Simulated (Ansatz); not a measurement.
MgTe, response to strain

Take MgTe in the zinc blende structure (space group F-43m, No. 216) as the base.

MgTe is modelled in the cubic space group F-43m (No. 216), the zinc blende structure, Pearson symbol cF8. Conventional cell: a = 6.5094 Å, b = 6.5094 Å, c = 6.5094 Å, α = 90.00°, β = 90.00°, γ = 90.00°. Mg on 4a sees 4 Te at 2.819 Å (tetrahedral). Te on 4d sees 4 Mg at 2.819 Å (tetrahedral). (Neighbours: up to the widest gap in distance over summed covalent radii, below 1.35, at either atom; cation-cation and far metal-metal contacts left out.)
(The calculation used a cell of 2 atoms; values per cell refer to that cell.)

Strains are applied to the cell and any free atomic positions relax.

Level of theory: PBE (Ansatz, an electronic-structure program; PAW; 420 eV plane waves; no SOC).

Notes on the quantities. energy relative to the base: free energy F; hole mass: degenerate bands, along [100].

```json
[
 {"case": "base", "band gap": "2.33 eV", "energy relative to the base": "0 meV/atom", "electron mass": "0.17 mₑ (at Γ)", "hole mass": "0.20, 0.92, 0.92 mₑ (at Γ)"},
 {"case": "isotropic strain −3.00 %", "band gap": "2.74 eV", "energy relative to the base": "+32 meV/atom", "electron mass": "0.18 mₑ (at Γ)", "hole mass": "0.21, 0.84, 0.84 mₑ (at Γ)"},
 {"case": "isotropic strain −2.50 %", "band gap": "2.67 eV", "energy relative to the base": "+22 meV/atom", "electron mass": "0.17 mₑ (at Γ)", "hole mass": "0.21, 0.85, 0.85 mₑ (at Γ)"},
 {"case": "isotropic strain −1.50 %", "band gap": "…", "energy relative to the base": "+7.7 meV/atom", "electron mass": "0.17 mₑ (at Γ)", "hole mass": "0.20, 0.88, 0.88 mₑ (at Γ)"},
 {"case": "isotropic strain −1.00 %", "band gap": "2.46 eV", "energy relative to the base": "+3.3 meV/atom", "electron mass": "0.17 mₑ (at Γ)", "hole mass": "0.20, 0.88, 0.88 mₑ (at Γ)"},
 {"case": "isotropic strain −0.50 %", "band gap": "2.39 eV", "energy relative to the base": "+0.8 meV/atom", "electron mass": "0.17 mₑ (at Γ)", "hole mass": "0.20, 0.90, 0.90 mₑ (at Γ)"},
 {"case": "isotropic strain +0.50 %", "band gap": "2.26 eV", "energy relative to the base": "+0.8 meV/atom", "electron mass": "0.17 mₑ (at Γ)", "hole mass": "0.20, 0.93, 0.93 mₑ (at Γ)"},
 {"case": "isotropic strain +1.50 %", "band gap": "2.14 eV", "energy relative to the base": "+7.1 meV/atom", "electron mass": "0.16 mₑ (at Γ)", "hole mass": "0.19, 0.96, 0.96 mₑ (at Γ)"},
 {"case": "isotropic strain +2.00 %", "band gap": "2.08 eV", "energy relative to the base": "+12 meV/atom", "electron mass": "0.16 mₑ (at Γ)", "hole mass": "0.19, 0.97, 0.97 mₑ (at Γ)"},
 {"case": "isotropic strain +3.00 %", "band gap": "…", "energy relative to the base": "…", "electron mass": "0.16 mₑ (at Γ)", "hole mass": "0.19, 1.0, 1.0 mₑ (at Γ)"}
]
```

### Question
Some entries are withheld; estimate them.

### Answer

- isotropic strain −1.50 %, band gap: 2.53 eV
- isotropic strain +3.00 %, band gap: 1.96 eV
- isotropic strain +3.00 %, energy relative to the base: +27 meV/atom

Spin-orbit coupling, missing from the scalar runs, can matter with Te. Effective masses come from finite differences of ±0.01 Å⁻¹. No phonon test of stability was made.
